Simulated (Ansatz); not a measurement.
Consider Mg-vacancy pair (Mg on one host Cu site, one Cu site vacant) in fcc Cu, neutral cell. Method: PBE, PAW (plane waves to 420 eV; Ansatz, a first-principles code).

Cell of 32 host sites held at the relaxed PBE lattice; a 2×2×2 k-point mesh shifted by half a step; Fermi-Dirac width 0.10 eV, spin-restricted; finite-size errors left in. No zero-point or tunnelling terms. Forms of the defect that were not tried may lie lower.

Barriers: single points on a 4×4×4 k-point mesh shifted by half a step at the bands' geometries.

Relaxed starting cell (atoms counted from 1):

```xyz
31
Lattice="7.2600 0.0000 0.0000 0.0000 7.2600 0.0000 0.0000 0.0000 7.2600" Properties=species:S:1:pos:R:3 pbc="T T T"
Mg    -0.0046     0.1573     0.1703
Cu    -0.0033     0.0245     3.5982
Cu    -0.0035     3.5860     0.0359
Cu    -0.0035     3.6141     3.6274
Cu     3.6266    -0.0007     0.0126
Cu     3.6263     0.0056     3.6830
Cu     3.6268     3.6702     0.0194
Cu     3.6265     3.6298     3.6420
Cu    -0.0040     1.8463     5.4366
Cu    -0.0039     5.4238     1.8592
Cu    -0.0040     5.4599     5.4718
Cu     3.6254     1.8341     1.8459
Cu     3.6264     1.8327     5.4256
Cu     3.6259     5.4126     1.8460
Cu     3.6259     5.4534     5.4666
Cu     1.9010    -0.0135     1.8838
Cu     1.8026     0.0192     5.4509
Cu     1.7878     3.6096     1.8321
Cu     1.7992     3.6422     5.4548
Cu     5.3506    -0.0150     1.8823
Cu     5.4500     0.0186     5.4493
Cu     5.4642     3.6095     1.8317
Cu     5.4533     3.6419     5.4526
Cu     1.9014     1.8696    -0.0021
Cu     1.7908     1.8192     3.6253
Cu     1.8030     5.4375     0.0327
Cu     1.7998     5.4409     3.6544
Cu     5.3500     1.8698    -0.0033
Cu     5.4626     1.8190     3.6231
Cu     5.4494     5.4367     0.0319
Cu     5.4535     5.4412     3.6538
```

End state 1 differs by these moves (Å; atoms that move under 0.08 Å are left out):

| atom | element | Δx | Δy | Δz |
|---|---|---|---|---|
| 1 | Mg | 0.00 | 1.51 | 1.51 |
| 2 | Cu | 0.00 | -0.05 | 0.07 |
| 3 | Cu | 0.00 | 0.07 | -0.05 |
| 9 | Cu | 0.00 | -0.05 | 0.07 |
| 10 | Cu | 0.00 | 0.07 | -0.05 |

### Question
What is the computed forward and backward barriers to end state 1 (PBE, PAW)?

### Answer
forward 0.33 eV, backward 0.33 eV; at the saddle point atom 1 has neighbours 4 Cu at 2.47, 4 Cu at 2.83 Å. The saddle point's order was not checked, and it lies on a symmetry element of the cell, where a band can be held.
